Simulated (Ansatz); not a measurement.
We consider pyrite PtAs2, described by PBE-D3(BJ) in Ansatz (PAW).

Input file:

Ansatz 0.2 input:
```yaml
crystal:
  lattice:
    - [5.9102530539, 0.0, 0.0]
    - [0.0, 5.9102530539, 0.0]
    - [0.0, 0.0, 5.9102530539]
  atoms:
    - { symbol: As, position: [0.6167465831, 0.8832534169, 0.1167465831] }
    - { symbol: As, position: [0.1167465831, 0.6167465831, 0.8832534169] }
    - { symbol: As, position: [0.6167465831, 0.6167465831, 0.6167465831] }
    - { symbol: As, position: [0.3832534169, 0.3832534169, 0.3832534169] }
    - { symbol: As, position: [0.8832534169, 0.1167465831, 0.6167465831] }
    - { symbol: As, position: [0.8832534169, 0.3832534169, 0.1167465831] }
    - { symbol: As, position: [0.1167465831, 0.8832534169, 0.3832534169] }
    - { symbol: As, position: [0.3832534169, 0.1167465831, 0.8832534169] }
    - { symbol: Pt, position: [0.0, 0.5, 0.5] }
    - { symbol: Pt, position: [0.5, 0.0, 0.5] }
    - { symbol: Pt, position: [0.0, 0.0, 0.0] }
    - { symbol: Pt, position: [0.5, 0.5, 0.0] }
basis:
  ecutwfc: 520
  ecutrho_ratio: 4
  xc_grid: 2
kpoints:
  mp_grid: { grid: [6, 6, 6] }
hamiltonian:
  xc: pbe
  dispersion: d3bj
  pseudopotentials: { kind: paw }
scf:
  occupations: { method: fermi_dirac, width: 0.01 }
output:
  forces: true
  stress: true
  eigenvalues: true
relax:
  f_tol: 0.004
  escape_saddle: false
  max_steps: 80
```

From the output:

```
WARN output.stress: scf.convergence.dr2_threshold = 1.6e-8 eV (the default of a walk held to its f_tol) is looser than the 1.2e-9 eV advised for a printed …
Relaxation: its limit of steps is 80 (relax.max_steps)
Crystal: 12 atoms, lattice volume = 206.452 Å³
Basis set: ecut = 520 eV, 5497 PW (Γ), exchange–correlation on 90×90×90 points (8 copies of the dense FFT grid, shifted against one another)
Bands: 116, of which v1, the nominal top of the filled ones, is band 96 counted from 1 (95 counted from 0)
Symmetry: 24 space group operations
Space group: Pa-3 (ITA 205), of the structure as read, at distance tolerance 5.9e-5 Å
k-points: 24 of 216
Functional: x = pbe(κ = 0.804, μ = 0.2195149727645171), c = pbe(β = 0.06672455060314922)
SCF iter   1: F=—  HF=-88953.747376 eV  |F-HF|=—  |Δ(HF+E_count)|=         —  Δρ=4.48e-3  dr2=6.12e-2
SCF iter   2: F=—  HF=-88953.743409 eV  |F-HF|=—  |Δ(HF+E_count)|=   3.97e-3  Δρ=2.16e-3  dr2=1.37e-2
  ...
SCF 1 converged in 6 iterations: F = -88953.741015 eV  dr2 = 2.12e-7
Crystal: 12 atoms, lattice volume = 206.452 Å³
Initial density: handed on by an earlier stage of this run
  ...
Crystal: 12 atoms, lattice volume = 206.452 Å³
SCF iter   5: F=-88953.741538 eV  HF=-88953.741538 eV  |F-HF|=2.91e-11  |Δ(HF+E_count)|=    0.00e0  Δρ=2.21e-9  dr2=5.97e-15
SCF iter   6: F=-88953.741538 eV  HF=-88953.741538 eV  |F-HF|=1.46e-11  |Δ(HF+E_count)|=  2.91e-11  Δρ=5.63e-10  dr2=7.01e-16
SCF 3 converged in 6 iterations: F = -88953.741538 eV  dr2 = 7.01e-16
SCF converged after 6 iterations
Free energy (F): -88953.741538 eV
Internal energy: -88953.741538 eV  (E = F + TS)
E sigma→0 (E₀):  -88953.741538 eV
Fermi energy:    16.158285 eV
--- Stress (GPa, compression-positive) ---
        6.847846      -0.000000       0.000000
       -0.000000       6.847846       0.000000
        0.000000       0.000000       6.847846
  P = ⅓ Tr σ = 6.8478 GPa (68.478 kbar)
```

The cell is one volume of an energy–volume scan, off the minimum.

It cost roughly 80 core-seconds of CPU time.

Ansatz is an electronic-structure program.
